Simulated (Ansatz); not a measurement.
Pd, response to strain

Start from Pd in the fcc (Cu type) structure (space group Fm-3m, No. 225; a = 3.878 Å; relaxed with 0.1 eV smearing). Axes: x, y, z lie along the cube axes.

Strains are applied to the cell and any free atomic positions relax; under biaxial strain the out-of-plane vector relaxes too.

Level of theory: PBEsol (Ansatz, a program for electronic structure, PAW, no SOC).

Candidates:
(a) biaxial strain +1.67 %, plane normal [111], relaxed out of plane
(b) biaxial strain −2.50 %, plane normal [111], relaxed out of plane
(c) biaxial strain −0.42 %, plane normal [111], relaxed out of plane

Problem. Order them by out-of-plane strain, lowest first.

Solution. (a) biaxial strain +1.67 %, plane normal [111], relaxed out of plane (-1.49 %), (c) biaxial strain −0.42 %, plane normal [111], relaxed out of plane (+0.38 %), (b) biaxial strain −2.50 %, plane normal [111], relaxed out of plane (+2.34 %)

Stability against distortions was not tested. The final runs are not spin-polarised.
